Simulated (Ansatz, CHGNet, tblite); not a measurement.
Rutile MgH2: properties by level of theory

Reference values: lattice constant a 4.517 Å (measured, temperature not stated, no zero-point or thermal correction; as tabulated in Ellinger et al., J. Am. Chem. Soc. 77, 2647 (1955) (COD 4124639)); lattice parameter c 3.021 Å (measured, temperature not stated, not corrected to a static lattice; as tabulated in Ellinger et al., J. Am. Chem. Soc. 77, 2647 (1955) (COD 4124639)).

```json
[
 {"level (code)": "GFN1-xTB (tblite)", "equilibrium lattice constant a (Å)": "5.703", "c axis length (Å)": "3.584"},
 {"level (code)": "CHGNet 0.3.0", "equilibrium lattice constant a (Å)": "4.529", "c axis length (Å)": "2.976"},
 {"level (code)": "PBEsol (Ansatz)", "equilibrium lattice constant a (Å)": "4.476", "c axis length (Å)": "3.008"},
 {"level (code)": "PBE0 (Ansatz)", "equilibrium lattice constant a (Å)": "4.487", "c axis length (Å)": "[?]"}
]
```

Task: Fill in the missing entries.

Result: 
- PBE0 (Ansatz, a first-principles code), c axis length (Å): 3.000

Differences from the reference values (errors of the level alone only where the reference is corrected to a static lattice):

```json
[
 {"level": "GFN1-xTB", "lattice constant a (%)": "+26", "lattice parameter c (%)": "+18.6"},
 {"level": "CHGNet 0.3.0", "lattice constant a (%)": "+0.27", "lattice parameter c (%)": "-1.49"},
 {"level": "PBEsol", "lattice constant a (%)": "-0.91", "lattice parameter c (%)": "-0.43"},
 {"level": "PBE0", "lattice constant a (%)": "-0.66", "lattice parameter c (%)": "-0.70"}
]
```

Nearest: lattice constant a, not ranked (reference at room or unstated temperature); lattice parameter c, not ranked (reference at room or unstated temperature).

Machine-learned potentials (CHGNet 0.3.0) are trained on DFT data: a solid inside that data is no test of them.

Caveats: the cell moved over 20 % in volume from its start (GFN1-xTB); the method was fitted mainly to molecules (GFN1-xTB); the run uses a supercell at the zone centre in place of a k mesh (GFN1-xTB). Ansatz's density-functional and Hartree–Fock values are scalar-relativistic unless marked +SOC, with PAW data made under PBE.

Differences are worked out from the printed values.

The computed numbers hold no vibrational or temperature effects.
